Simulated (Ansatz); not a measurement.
Band structure of TiAu (Pmma, 4 atoms in the cell).

```
CELL_PARAMETERS angstrom
      4.54169     0.00000     0.00000
      0.00000     2.90820     0.00000
      0.00000     0.00000     4.86885
ATOMIC_POSITIONS crystal
  Ti 0.25000 0.00000 0.82019
  Ti 0.75000 0.00000 0.17981
  Au 0.25000 0.50000 0.32411
  Au 0.75000 0.50000 0.67589
```
Moments meant for the start (each program seeds them in its own way; μB, in the order of the atoms Ti Ti Au Au): 1.0 1.0 0.0 0.0.

Method: PBEsol, PAW files made with PBE (plane waves; Ansatz, an electronic-structure program).

Settings: kpoints.mp_grid.grid = 5 7 4; hamiltonian.xc = pbesol; hamiltonian.pseudopotentials = {kind: paw} (the program's default PAW files); magnetization.spin_polarized = true; scf.occupations.method = fermi_dirac; scf.occupations.width = 0.05 eV; kpoints.band_path.npoints = 8.

The starting cell comes from a database of computed structures (which also holds hypothetical and non-ambient phases and stackings), without a prior relaxation at this level. Its lattice was rescaled by a random factor within 2.5 % of one. Spin-orbit coupling is off. The magnetic order is the one reached from the typed start; others were not searched systematically.

Levels in eV from the Fermi level, bands 29 to 36 of the first spin channel:
```json
[
 {"point": "Γ", "29": "-1.45", "30": "-0.59", "31": "-0.50", "32": "-0.30", "33": "-0.28", "34": "1.54", "35": "1.92", "36": "2.01"},
 {"point": "X", "29": "-1.47", "30": "-1.23", "31": "-0.94", "32": "-0.47", "33": "-0.17", "34": "0.93", "35": "1.80", "36": "2.24"},
 {"point": "S", "29": "-1.46", "30": "-1.46", "31": "-1.01", "32": "-1.01", "33": "0.12", "34": "0.12", "35": "2.25", "36": "2.25"},
 {"point": "Y", "29": "-0.90", "30": "-0.90", "31": "-0.01", "32": "-0.01", "33": "0.31", "34": "0.31", "35": "1.59", "36": "1.59"},
 {"point": "Z", "29": "-1.51", "30": "-0.81", "31": "-0.81", "32": "-0.58", "33": "-0.51", "34": "0.90", "35": "1.42", "36": "1.60"},
 {"point": "U", "29": "-1.17", "30": "-0.90", "31": "-0.37", "32": "-0.23", "33": "0.32", "34": "2.09", "35": "2.21", "36": "2.21"},
 {"point": "R", "29": "-0.19", "30": "-0.19", "31": "-0.13", "32": "-0.13", "33": "0.42", "34": "0.42", "35": "2.04", "36": "2.04"},
 {"point": "T", "29": "-2.83", "30": "-2.83", "31": "-1.00", "32": "-1.00", "33": "0.55", "34": "0.55", "35": "1.14", "36": "1.14"}
]
```

Bands cross the Fermi level along this path, so the cell is metallic at this level.

The net moment of the cell came out as 1.22 μB.

Keys are those of Ansatz 0.2.
